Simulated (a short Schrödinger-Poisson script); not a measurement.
Solved with a short Schrödinger-Poisson script written for these runs: 1D Poisson equation in equilibrium, electrons quantum, Hartree (BenDaniel-Duke, 12 states a valley, the channel's in-plane mass for all, wave functions free to enter the dielectric), parabolic valleys, classical holes, full ionisation, no traps, pinning or gate leakage.

Stack: symmetric double-gate stack, Al2O3 on p-type Si(100), at 77 K.

From the gate side: 6.9 nm Al2O3; 2 nm Si, acceptors 8e16 cm⁻³; 6.9 nm Al2O3.

The device is made up for the run: typed textbook-type constants, with dimensions and the other settings drawn at random. Al2O3: permittivity 9, conduction-band edge (eV) 2.7, gap (eV) 6.8, electron mass (mₑ) 0.3. Si: permittivity 11.7, conduction-band edge (eV) 0, gap (eV) 1.124, Nv at 300 K (cm⁻³) 3.1e19.

Channel valleys (confinement mass, in-plane density-of-states mass, number): Δ2 0.916, 0.19, 2; Δ4 0.19, 0.417, 4. At the gates, both at one voltage, the conduction-band edge of layer 1 lies 3 eV − eVg above the Fermi level of the channel. Gaps are held at their typed values at every temperature. Mesh 0.03 nm at interfaces.

Task: Give the lowest subband against the Fermi level at Vg = 1.7 V (meV); the capacitance of both gates at Vg = 1.7 V (μF/cm²); the sheet density of all electrons at Vg = 0.5 V (cm⁻²).

Result: lowest subband against the Fermi level at Vg = 1.7 V (meV): -103; capacitance of both gates at Vg = 1.7 V (μF/cm²): 2.01; sheet density of all electrons at Vg = 0.5 V (cm⁻²): 1.40e12.
